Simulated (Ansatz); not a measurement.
Where the default PAW files enter, the runs use the earlier of Ansatz's two default sets.

Crystal: CaBr2 (P4_2/mnm, rutile, not sure to be the ambient phase, 6 atoms a cell, 33.8 Å³ an atom); planes in its conventional cell.

These are r2SCAN (plane waves, PAW; Ansatz, a first-principles code) values and carry that method's errors.

No gap correction and no spin-orbit coupling; mid-gap values are interpolated between computed energies.

```json
[
 {"plane": "(100)", "area of the cell (Å²)": "29.8", "mid-gap κ (1/Å)": "0.35", "largest κ in the gap (1/Å)": "0.35"},
 {"plane": "(110)", "area of the cell (Å²)": "42.2", "mid-gap κ (1/Å)": "?", "largest κ in the gap (1/Å)": "?"}
]
```

Problem. The slowest decay depends on the direction. Supply the withheld values.

Solution. 
- (110), mid-gap κ (1/Å): 0.32
- (110), largest κ in the gap (1/Å): 0.32
